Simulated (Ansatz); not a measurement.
By LDA, the system below comes out a metal.

Consider the following.

```
Sn
1.0
    3.19860     0.00000     0.00000
    0.00000     5.88028     0.00000
    1.59930    -2.94014     2.94014
Sn
2
Direct
  0.75000   0.50000   0.00000
  0.00000   0.00000   0.00000
```

Space group of this cell: I4_1/amd. The cell is taken as given; by LDA its mean pressure is -2.9 GPa.

The current flows along the normal of the first two printed cell vectors, the (100) plane of the conventional cell. No spin-orbit coupling; the value is a mean over 0.1 eV about the Fermi level.

Task: State the ballistic conductance per area according to LDA (Ansatz, a program for electronic structure).

Result: 0.84 × 10¹⁵ S/m² for both spins.
